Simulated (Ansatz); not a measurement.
Take CaS in the rock salt structure (space group Fm-3m, No. 225; a = 5.6332 Å) as the base.

All numbers come from PBEsol in Ansatz (plane waves to 420 eV, PAW, scalar-relativistic without spin-orbit coupling).

Before the change:

| Item | Value |
|---|---|
| Pressure | 0.00 GPa |
| Electron mass | 1.4 mₑ along k, 0.29 mₑ across (at X) |
| Hole mass | 0.22, 1.1, 1.1 mₑ (at Γ) |
| Smallest direct gap | 3.00 eV |

It is then changed as follows: every lattice vector is shortened by 1.00 %; the atoms relax in the strained cell.

Problem. How does this affect the pressure?

Solution. The pressure goes from zero to 1.97 GPa.

Problem. How does this affect the electron mass?

Solution. The electron mass becomes 1.4 mₑ along k, 0.28 mₑ across (at X) (base: 1.4 mₑ along k, 0.29 mₑ across (at X)).

Problem. How does this affect the hole mass?

Solution. The hole mass (degenerate bands, along [100]) changes from 0.22, 1.1, 1.1 mₑ (at Γ) to 0.21, 1.1, 1.1 mₑ (at Γ).

Problem. How does this affect the smallest direct gap?

Solution. The smallest direct gap drops by 0.06 eV (3.00 eV → 2.94 eV).

Problem. Estimate the effect on the mean gap deformation potential ΔEg/Δln V.

Solution. The mean gap deformation potential ΔEg/Δln V is +2.7 eV.

Effective masses come from finite differences of ±0.01 Å⁻¹. Along k means along the line from Γ to the band edge. No phonon test of stability was made.

Ansatz is a quantum-chemistry and plane-wave program.
